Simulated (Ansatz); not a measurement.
The parent structure is TiO$_{2}$ in the anatase structure (space group I4_1/amd, No. 141; a = 3.7393 Å, c = 9.4551 Å). Axes: x, y, z lie along a, b, c of the conventional cell.

Structures relaxed with DFT with LDA, PAW potentials and a 420 eV plane-wave cutoff in Ansatz (an electronic-structure program), no SOC.

Base:

Simulated powder pattern, Cu Kα1, λ = 1.54056 Å (kinematic, ideal powder, no thermal factors, no anomalous dispersion; the 14 strongest lines at most, above 2 %, up to 2θ = 90°):

```
2θ (°)  I/Imax (%)    hkl
------  ----------  -----
25.60          100  (101)
37.28          6.3  (103)
38.04           21  (004)
39.00          7.1  (112)
48.66           29  (200)
54.32           19  (105)
55.78           18  (211)
62.86          3.0  (213)
63.37           15  (204)
69.37          6.6  (116)
71.27          7.3  (220)
75.89           12  (215)
77.12          3.1  (301)
83.76          5.9  (224)
```

Modification: tensile biaxial strain of 0.60 % in the plane normal to [001], as in epitaxy on a mismatched substrate; the out-of-plane cell vector and the atoms relax.

After the change:

Simulated powder pattern, Cu Kα1, λ = 1.54056 Å (kinematic, ideal powder, no thermal factors, no anomalous dispersion; the 14 strongest lines at most, above 2 %, up to 2θ = 90°):

```tsv
2θ (°)	I/Imax (%)	hkl
25.50	100	(101)
37.40	6.5	(103)
38.40	21	(004)
38.90	6.9	(112)
48.35	30	(200)
54.68	19	(105)
55.45	19	(211)
62.68	3.2	(213)
63.37	15	(204)
69.79	6.1	(116)
70.78	7.5	(220)
75.95	11	(215)
76.60	3.1	(301)
83.52	6.1	(224)
```

The indices refer to the base's conventional cell; one index is shown for lines that coincide.

Whether these cells are dynamically stable was not tested. The final runs are not spin-polarised.
